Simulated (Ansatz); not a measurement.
**AlN: response to strain**

The reference is AlN in the zinc blende structure (space group F-43m, No. 216; a = 4.342 Å). Axes: x, y, z lie along the cube axes.

Strains are applied to the cell and any free atomic positions relax.

Level of theory: LDA, PAW, 420 eV (Ansatz, a first-principles code; no spin-orbit coupling).

Candidates:
(a) uniaxial strain ε_zz = +1.50 %
(b) uniaxial strain ε_zz = −2.00 %
(c) uniaxial strain ε_zz = +3.00 %
(d) uniaxial strain ε_zz = −2.50 %

Notes on the quantities. energy relative to the base: free energy F.

**Question.** Order them by energy relative to the base, highest first.

**Answer.** (c) uniaxial strain ε_zz = +3.00 % (+8.5 meV/atom), (d) uniaxial strain ε_zz = −2.50 % (+6.0 meV/atom), (b) uniaxial strain ε_zz = −2.00 % (+3.8 meV/atom), (a) uniaxial strain ε_zz = +1.50 % (+2.1 meV/atom)

Whether these cells are dynamically stable was not tested. This is not the structure that AlN has at room temperature and ambient pressure.
